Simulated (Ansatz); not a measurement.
A self-consistent single point of CaMg (Pmm2, 4 atoms in the cell) with Ansatz (an electronic-structure program).

Method of the run: LDA (PW92), default PAW files made with PBE (plane waves; Ansatz).

The change in words: lattice scaled by 0.98; basis.ecutwfc: 420 eV → 335 eV. Reference geometry:
```xyz
4
Lattice="5.6909 0.0000 0.0000 0.0000 3.9092 0.0000 0.0000 0.0000 5.7126" Properties=species:S:1:pos:R:3 pbc="T T T"
Ca     4.2682     1.9546     4.3084
Ca     1.4227     1.9546     1.4543
Mg     4.2682     0.0000     1.3841
Mg     1.4227     0.0000     4.3285
```

Reference input (self-consistent single point, DFT, LDA (PW92), plane waves, default PAW files made with PBE): basis.ecutwfc = 420 eV; kpoints.mp_grid.grid = 4 7 4; hamiltonian.xc = lda; hamiltonian.pseudopotentials = {kind: paw} (the program's default PAW files); scf.occupations.method = fermi_dirac; scf.occupations.width = 0.1 eV. This run's input differs from it in these lines:

Ansatz 0.2 input:
```diff
@@ -3,5 +3,5 @@
   lattice:
-    - [5.690893, 0.000000, 0.000000]
-    - [0.000000, 3.909159, 0.000000]
-    - [0.000000, 0.000000, 5.712621]
+    - [5.577075, 0.000000, 0.000000]
+    - [0.000000, 3.830976, 0.000000]
+    - [0.000000, 0.000000, 5.598369]
   atoms:
@@ -12,3 +12,3 @@
 basis:
-  ecutwfc: 420.0
+  ecutwfc: 335.0
 kpoints:
```

The program printed (abridged):

```
SCF iter   1: F=—  HF=-7348.833417 eV  |F-HF|=—  |Δ(HF+E_count)|=         —  Δρ=4.67e-3  dr2=1.05e-2  ethr=1.77e-3  ⟨swp⟩=8.4  Hψ=10236  notcnv=0
all-band conjugate gradients solve this SCF's bands
automatic band count: the SCF goes on with 28 bands, as 24 were too few: the levels above may hold too much charge
preconditioner: auto → Kerker (q_TF=auto, 2.273 Å⁻¹)
SCF iter   2: F=—  HF=-7348.826415 eV  |F-HF|=—  |Δ(HF+E_count)|=   7.00e-3  Δρ=2.00e-3  dr2=2.48e-3  ethr=2.63e-5  ⟨swp⟩=2.0  Hψ=1764  notcnv=0
SCF iter   3: F=—  HF=-7348.825997 eV  |F-HF|=—  |Δ(HF+E_count)|=   4.18e-4  Δρ=5.72e-4  dr2=3.81e-4  ethr=6.20e-6  ⟨swp⟩=2.0  Hψ=1578  notcnv=0
SCF iter   4: F=—  HF=-7348.826003 eV  |F-HF|=—  |Δ(HF+E_count)|=   6.17e-6  Δρ=9.57e-5  dr2=1.66e-5  ethr=9.53e-7  ⟨swp⟩=2.0  Hψ=1152  notcnv=0
SCF iter   5: F=—  HF=-7348.825998 eV  |F-HF|=—  |Δ(HF+E_count)|=   5.63e-6  Δρ=1.95e-5  dr2=2.88e-7  ethr=4.14e-8  ⟨swp⟩=2.9  Hψ=1822  notcnv=0
SCF iter   6: F=-7348.825998 eV  HF=-7348.825998 eV  |F-HF|=1.16e-8  |Δ(HF+E_count)|=   1.47e-8  Δρ=4.23e-6  dr2=2.08e-8  ethr=2.50e-10  ⟨swp⟩=5.9  Hψ=4153  notcnv=0
SCF 1 converged in 6 iterations: F = -7348.825998 eV  dr2 = 2.08e-8
Free energy (F): -7348.825998 eV
Internal energy: -7348.698957 eV  (E = F + TS)
E sigma→0 (E₀):  -7348.762477 eV
Entropy (-TS):   -0.127041 eV (-31.760 meV/atom)
Fermi energy:    5.394654 eV
--- Forces (eV/Å), atoms counted from 1 ---
  atom   1  Ca     0.00000000     0.00000000    -0.12696866
  atom   2  Ca     0.00000000     0.00000000     0.01866882
  atom   3  Mg     0.00000000     0.00000000     0.11434034
  atom   4  Mg     0.00000000     0.00000000    -0.00603593
--- Stress (GPa, compression-positive) ---
       -1.092679       0.000000       0.000000
        0.000000      -0.783710       0.000000
        0.000000       0.000000      -1.251142
  P = ⅓ Tr σ = -1.0425 GPa (-10.425 kbar)
  The stress holds the Pulay correction. Without it, at fixed plane waves, as pw.x and ABINIT print it: P = -1.3008 GPa
```

The run converged in 6 iterations. Against the reference run the free energy drops by 16.4 meV/atom, the pressure goes from -2.37 to -1.04 GPa and the largest force goes from 0.104 to 0.127 eV/Å.

The starting cell comes from a database of computed structures (which also holds hypothetical and non-ambient phases and stackings), without a prior relaxation at this level. Its lattice was rescaled by up to half a per cent. One atom was moved a little off its site on purpose. For this run, on top of that: lattice scaled by 0.98. Ansatz's pressure includes its estimate of the finite-basis (Pulay) stress. The cutoff lies below the one recommended for these files.
